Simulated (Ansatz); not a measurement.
Carrier properties of InAlSb$_{2}$ (P-4m2)

```xyz
4
Lattice="4.4818 0.0000 0.0000 0.0000 4.4818 0.0000 0.0000 0.0000 6.3173" Properties=species:S:1:pos:R:3 pbc="T T T"
Al     0.0000     0.0000     0.0000
In     2.2409     2.2409     3.1586
Sb     0.0000     2.2409     1.4745
Sb     2.2409     0.0000     4.8428
```

These are PBEsol with spin-orbit coupling, rigid bands (plane waves, PAW; Ansatz, a program for electronic structure) values and carry that method's errors. Condition of this run: spin-orbit coupling switched on. How the cell was made: cell and atoms relaxed with PBEsol.

band gap: 0.28 eV
hole conductivity mass (300 K, dilute): 0.21 (x), 0.21 (y), 0.40 (z) mₑ
effective density of states N_v (300 K): 2.1e18 cm⁻³
density-of-states mass, holes: 0.194 mₑ
Seebeck coefficient, p-type 1e19 cm⁻³, 300 K: 187 μV/K
best p-type power factor at 300 K for τ = 10 fs (best axis; densities from 1e16 to 1e21 cm⁻³ tried, whether or not they can be reached): 4.8 μW/(cm·K²) at 1e20 cm⁻³

Rigid bands; masses and Seebeck coefficients take one relaxation time τ for all states and one kind of carrier; polarons and phonon drag are left out.

Computed structure with no diffraction record at hand here (it may be known, metastable or hypothetical): InAlSb2 (P-4m2).
